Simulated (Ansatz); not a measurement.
**Short convergence ladders for a (001) slab of BaTiO3 (cut from a parent of space group no. 221; 10 atoms in the cell)**

```yaml
crystal:
  lattice:
    - [4.01200, 0.00000, 0.00000]
    - [0.00000, 4.01200, 0.00000]
    - [0.00000, 0.00000, 20.01800]
  atoms:
    - { symbol: Ba, position: [0.00000, 0.00000, 0.44989] }
    - { symbol: Ti, position: [0.50000, 0.50000, 0.34969] }
    - { symbol: O, position: [0.50000, 0.00000, 0.34969] }
    - { symbol: O, position: [0.00000, 0.50000, 0.34969] }
    - { symbol: O, position: [0.50000, 0.50000, 0.44989] }
    - { symbol: Ba, position: [0.00000, 0.00000, 0.65031] }
    - { symbol: Ti, position: [0.50000, 0.50000, 0.55010] }
    - { symbol: O, position: [0.50000, 0.00000, 0.55010] }
    - { symbol: O, position: [0.00000, 0.50000, 0.55010] }
    - { symbol: O, position: [0.50000, 0.50000, 0.65031] }
```

Base method: PBE (plane waves, PAW; Ansatz, a program for electronic structure).

Base settings: basis.ecutwfc = 420 eV; kpoints.mp_grid.grid = 6 6 1; hamiltonian.xc = pbe; hamiltonian.pseudopotentials = {kind: paw} (the program's default PAW files); scf.occupations.method = fermi_dirac; scf.occupations.width = 0.01 eV.

The count of work is k-points × plane waves × bands × iterations; it is no time. Core times come from one kind of shared machine, to one figure; runs under 30 s give none.

**The vacuum**

The mesh stays at the base's, so the ladder's end is converged at best in this setting alone.

Only quantities that move along the ladder and can be compared are tabulated.

| vacuum between outermost atoms (Å) | free energy less the last step's (meV/atom) | largest difference of a force vector from the last step's (eV/Å) | gap on the mesh (eV) | count of work / last |
|---|---|---|---|---|
| 3.0 | -67.92 | 1.055 | 1.457 | 0.25 |
| 4.0 | -21.29 | 0.931 | 1.427 | 0.31 |
| 5.0 | -9.94 | 0.698 | 1.389 | 0.34 |
| 6.0 | -6.46 | 0.523 | 1.299 | 0.33 |
| 7.0 | -4.97 | 0.409 | 1.231 | 0.40 |
| 8.0 | -4.03 | 0.331 | 1.185 | 0.39 |
| 10.0 | -2.78 | 0.230 | 1.126 | 0.44 |
| 12.0 | -2.05 | 0.168 | 1.090 | 0.50 |
| 14.0 | -1.52 | 0.126 | 1.065 | 0.56 |
| 17.0 | -1.02 | 0.082 | 1.040 | 0.64 |
| 20.0 | -0.66 | 0.053 | 1.023 | 0.72 |
| 25.0 | -0.26 | 0.021 | 1.005 | 0.86 |
| 30.0 | 0.00 | 0.000 | 0.992 | 1.0 |

Smallest vacuum between outermost atoms (Å) that holds the forces within 0.01 eV/Å: not settled: the last two steps still differ by 0.021 eV/Å, over half the tolerance, so the ladder does not show it.

Smallest vacuum between outermost atoms (Å) that holds the gap on the mesh within 0.02 eV: not settled: the last two steps still differ by 0.012 eV, over half the tolerance, so the ladder does not show it.

Smallest vacuum between outermost atoms (Å) that holds the free energy within 0.5 meV/atom: not settled: the last two steps still differ by 0.26 meV/atom, over half the tolerance, so the ladder does not show it.

**The k-point mesh**

Only quantities that move along the ladder and can be compared are tabulated.

| kpoints.mp_grid.grid | free energy less the last step's (meV/atom) | largest difference of a force vector from the last step's (eV/Å) | gap on the mesh (eV) | count of work / last | core time / last (rough) |
|---|---|---|---|---|---|
| 2 2 1 | 90.15 | 0.363 | 0.666 | 0.092 | – |
| 3 3 1 | 12.52 | 0.094 | 1.334 | 0.083 | – |
| 4 4 1 | 2.18 | 0.028 | 1.044 | 0.17 | – |
| 5 5 1 | 0.43 | 0.008 | 1.208 | 0.17 | – |
| 6 6 1 | 0.11 | 0.002 | 1.065 | 0.28 | – |
| 7 7 1 | 0.01 | 0.001 | 1.144 | 0.28 | – |
| 8 8 1 | 0.00 | 0.000 | 1.067 | 0.42 | – |
| 10 10 1 | 0.00 | 0.000 | 1.067 | 0.58 | 0.7 |
| 11 11 1 | 0.00 | 0.000 | 1.099 | 0.58 | 0.6 |
| 13 13 1 | 0.00 | 0.000 | 1.090 | 0.78 | 0.6 |
| 15 15 1 | 0.00 | 0.000 | 1.084 | 1.0 | 1 |

Coarsest kpoints.mp_grid.grid that holds the free energy within 5 meV/atom of the last step, with all finer ones: 4 4 1, at 0.17 of the last step's count of work; the step before is off by 13 meV/atom.

Coarsest kpoints.mp_grid.grid that holds the forces within 0.005 eV/Å of the last step, with all finer ones: 6 6 1, at 0.28 of the last step's count of work; the step before is off by 0.008 eV/Å.

The gap on the mesh jumps up and down from mesh to mesh; it is no smooth measure of convergence.

**The depth of the slab**

On a (001) slab of BaTiO3 (cut from a parent of space group no. 221; 5 atoms in the cell), and deeper slabs.

Surface energy = (E_slab − N e_bulk)/2A, with e_bulk from the bulk crystal on its finest mesh (165 k-points); errors per atom of slab and bulk, whose meshes differ, grow with N.

The mesh stays at the base's, so the ladder's end is converged at best in this setting alone.

Only quantities that move along the ladder and can be compared are tabulated.

| atoms | unrelaxed surface energy (J/m²) | gap on the mesh (eV) | count of work / last | core time / last (rough) |
|---|---|---|---|---|
| 5 | 0.931 | 1.536 | 0.051 | – |
| 10 | 1.022 | 1.065 | 0.14 | – |
| 15 | 1.029 | 1.069 | 0.26 | – |
| 20 | 1.030 | 1.068 | 0.40 | 0.5 |
| 25 | 1.031 | 1.063 | 0.57 | 0.5 |
| 30 | 1.032 | 1.058 | 0.77 | 0.9 |
| 35 | 1.033 | 1.053 | 1.0 | 1 |

Smallest size that holds the gap on the mesh within 0.05 eV of the last step, with all finer ones: 10, at 0.14 of the last step's count of work; the step before is off by 0.48 eV.

Smallest size that holds the unrelaxed surface energy within 0.02 J/m² of the last step, with all finer ones: 10, at 0.14 of the last step's count of work; the step before is off by 0.10 J/m².

On the base run: the starting cell has typed, rounded lattice constants, without a prior relaxation at this level. The slab is cut from that crystal, and its faces are unrelaxed. Its lattice was rescaled by up to half a per cent. Spin polarisation is off, though cut faces can carry moments; a gap of a slab can lie between surface states. The two faces of this cut differ, and no dipole correction was used. In the base run, forces exceed 1 eV/Å.

Keys are those of Ansatz 0.2.
